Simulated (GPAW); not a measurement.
Worked example: self-consistent single point of PtS₂ (P-3m1, 3 atoms in the cell) in GPAW.

Method of the run: LDA (Perdew-Wang 92), GPAW PAW datasets LDA (gpaw-data 1.0.1) (plane waves; GPAW).

```
PtS2
1.0
    1.79106    -3.10221     0.00000
    1.79106     3.10221     0.00000
    0.00000     0.00000     5.09998
Pt S
1 2
Direct
  0.00000   0.00000   0.00000
  0.33333   0.66667   0.23000
  0.66667   0.33333   0.77000
```

Reference input (self-consistent single point, DFT PBE, plane waves, GPAW PAW datasets PBE (gpaw-data 1.0.1)): mode = pw; ecut = 600 eV; xc = PBE; kpts = 6 6 4; mesh shift (steps) = 0 0 0; occupations.name = fermi-dirac; occupations.width = 0.02 eV; nbands = -6; convergence.forces = 0.001 eV/Å; convergence.bands = -4; symmetry.symmorphic = false; symmetry.tolerance = 0.0005. This run's input differs from it in these lines:

```diff
@@ -14,3 +14,3 @@
 calc = GPAW(mode=PW(600),
-            xc='PBE',
+            xc='LDA',
             kpts={'size': (6, 6, 4), 'gamma': True},
```

Its files differ too (potentials: GPAW PAW datasets LDA (gpaw-data 1.0.1)).

Log, with long lists cut:

```
     iter     time        total  log10-change:
                         energy   eigst   dens  force
iter:   1 --:--:--   -19.917709   +0.55
iter:   2 --:--:--   -19.567802   -0.55  -1.28
iter:   3 --:--:--   -18.730456   -1.21  -1.32
iter:   4 --:--:--   -18.670283   -2.31  -1.46
iter:   5 --:--:--   -18.541518   -1.92  -1.52
iter:   6 --:--:--   -18.556333   -2.57  -2.02
iter:   7 --:--:--   -18.524862   -2.16  -2.03
iter:   8 --:--:--   -18.515995   -3.46  -2.20
iter:   9 --:--:--   -18.514455c  -3.87  -2.76
iter:  10 --:--:--   -18.515200c  -3.08  -2.80
iter:  11 --:--:--   -18.513844c  -3.99  -2.64
iter:  12 --:--:--   -18.513817c  -4.78  -3.34
iter:  13 --:--:--   -18.513815c  -6.26  -3.51
iter:  14 --:--:--   -18.513810c  -6.19  -3.54
iter:  15 --:--:--   -18.513802c  -6.78  -3.79
iter:  16 --:--:--   -18.513793c  -5.74  -3.87
iter:  17 --:--:--   -18.513793c  -6.89  -4.23c
iter:  18 --:--:--   -18.513792c  -6.74  -4.22c
iter:  19 --:--:--   -18.513793c  -7.34  -4.28c
iter:  20 --:--:--   -18.513793c  -7.22  -4.31c
iter:  21 --:--:--   -18.513792c  -7.49c -4.29c
iter:  22 --:--:--   -18.513792c  -7.81c -4.40c -2.33
iter:  23 --:--:--   -18.513792c  -8.08c -4.54c -2.80
iter:  24 --:--:--   -18.513792c  -8.99c -4.70c -4.35c
Converged after 24 iterations.

Dipole moment: (-0.000000, 0.000000, 0.000000) |e|*Ang

Energy contributions relative to reference atoms: (reference = -521745.916756)

Kinetic:         +0.020406
Potential:       -2.658804
External:        +0.000000
XC:             -15.502566
Entropy (-ST):   -0.000000
Local:           -0.372829
SIC:             +0.000000
--------------------------
Free energy:    -18.513792
Extrapolated:   -18.513792

Showing only first 2 kpts
 Kpt  Band  Eigenvalues  Occupancy
  0    12      5.58313    2.00000
  0    13      6.59029    2.00000
  0    14      8.90024    0.00000
  0    15      8.90024    0.00000

  1    12      5.48388    2.00000
  1    13      6.04537    2.00000
  1    14      9.12497    0.00000
  1    15      9.12497    0.00000

Fermi level: 7.02783

Gap: 0.775 eV
Transition (v -> c):
   [... lines left out ...]
Direct gap: 1.297 eV
Transition at: (s=0, k=10, n=13, [0.33, 0.00, -0.25])
Energy (eV): -18.513792

Forces in eV/Ang:
  0 Pt   -0.00000    0.00000    0.00000
  1 S     0.00000   -0.00000    0.09268
  2 S     0.00000    0.00000   -0.09268

Stress tensor:
     0.023374    -0.000000    -0.000000
    -0.000000     0.023374    -0.000000
    -0.000000    -0.000000     0.010574
Stress (GPa, Voigt): [ 3.7449  3.745   1.6941 -0.     -0.     -0.    ]
```

The run converged in 24 iterations. GPAW prints stress with tension positive. Against the reference run the pressure goes from 5.07 to -3.06 GPa, the largest force goes from 0.570 to 0.093 eV/Å and the gap on the mesh goes from 0.879 to 0.775 eV.

The starting cell has typed, rounded lattice constants, without a prior relaxation at this level. Its lattice was rescaled by a random factor within 2.5 % of one. Spin-orbit coupling is off. With a pressure of about -3 GPa the cell is away from its equilibrium volume at this level.
